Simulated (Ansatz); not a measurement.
**silicon: the defect Ti_Si**

Computed with PBE, PAW (plane waves to 420 eV; Ansatz, a program for electronic structure). Cell: 64 sites, 2×2×2; final energies on a 2×2×2 shifted mesh. Site at the start: the Si site. Finite-size correction: monopole term and site-potential alignment. Dielectric constants: PBE linear response of the host. Host gap at this level: 0.61 eV. A cell of this size leaves errors of a few tenths of an eV. PBE underestimates the host's gap, which shifts levels and can delocalise carriers. Spin–orbit coupling is left out, and no Hubbard U is applied to the open shells. Each state is the lowest found from its start.

Formation energies E_f are given with the Fermi level at the valence-band maximum. Chemical conditions: impurity bounded by its compound with the host (Δμ(Si) = 0.00 eV, Δμ(Ti) = -1.70 eV, bounded by TiSi2 (Cmcm); only phases computed here count, gases as isolated molecules at 0 K). Reference phases: Si: silicon, Ti: hcp Ti.

```
charge         moment (μB)  point group  largest move off a lattice site (Å)  image correction with alignment (eV)  E_f, impurity bounded by its compound with the host (eV)
------  ------------------  -----------  -----------------------------------  ------------------------------------  --------------------------------------------------------
+1*             fractional            –                                 0.19                                     –                                                         –
0       not spin-polarised           Td                                 0.14                                  0.00                                                      3.87
−1†                    1.0            –                                 0.12                                  0.06                                                         –
```

* At this level the carrier isn't localised at the defect: at charge +1 holes occupy the valence band. Such a state is shallow or no state of the defect, and this cell gives it no level.

† Not settled in this cell, so no level is given: charge −1: level within 0.1 eV of a band edge or past it.

Point groups are those of the whole cell at tolerances of 0.03 and 0.1 Å ("near" where only the looser one holds); none is given for unsettled states.

All states together cost very roughly 60 core-minutes.
